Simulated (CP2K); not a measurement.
Band structure of InH (P6_3mc, 4 atoms in the cell).

```
InH
1.0
    3.43086     0.00000     0.00000
   -1.71543     2.97121     0.00000
    0.00000     0.00000     6.74451
In H
2 2
Cartesian
  0.00000   1.98081   2.31728
  1.71543   0.99040   5.68953
  0.00000   1.98081   0.21191
  1.71543   0.99040   3.58417
```

Method of the run: PBEsol, GPW, DZVP-MOLOPT-SR-GTH basis, GTH-PBE potentials (GTH_POTENTIALS) in CP2K 2026.2.

Settings: CUTOFF = 500 Ry; REL_CUTOFF = 50 Ry; SMEAR/METHOD = GAUSSIAN; SIGMA = 0.136 eV; KPOINTS/SCHEME = MONKHORST-PACK 8 8 4; GAMMA_CENTERED = T; XC_FUNCTIONAL = PBE:PBESOL; In/BASIS_SET = DZVP-MOLOPT-SR-GTH-q13; In/POTENTIAL = GTH-PBE-q13; H/BASIS_SET = DZVP-MOLOPT-SR-GTH-q1; H/POTENTIAL = GTH-PBE-q1; METHOD = GPW; EPS_DEFAULT = 1e-10; EXTRAPOLATION = USE_GUESS.

The starting cell comes from a database of computed structures (which also holds hypothetical and non-ambient phases and stackings), without a prior relaxation at this level. Values carry the incompleteness of an atom-centred basis. The potentials were made for another functional than the one used.

Levels in eV from the Fermi level, bands 11 to 16:
```tsv
point	11	12	13	14	15	16
Γ	-9.59	-6.78	-5.29	2.57	5.14	6.69
M	-6.02	-4.94	-2.81	-1.62	-1.08	0.78
K	-4.89	-4.89	-1.46	-1.46	-1.28	0.90
A	-8.77	-8.77	-1.66	-1.66	6.50	6.50
L	-5.45	-5.45	-3.06	-3.06	1.83	1.83
H	-4.74	-4.74	-2.34	-2.34	-0.47	-0.47
```

Bands cross the Fermi level along this path, so the cell is metallic at this level.

Higher empty bands are left out: an atom-centred basis made for the valence describes them poorly.
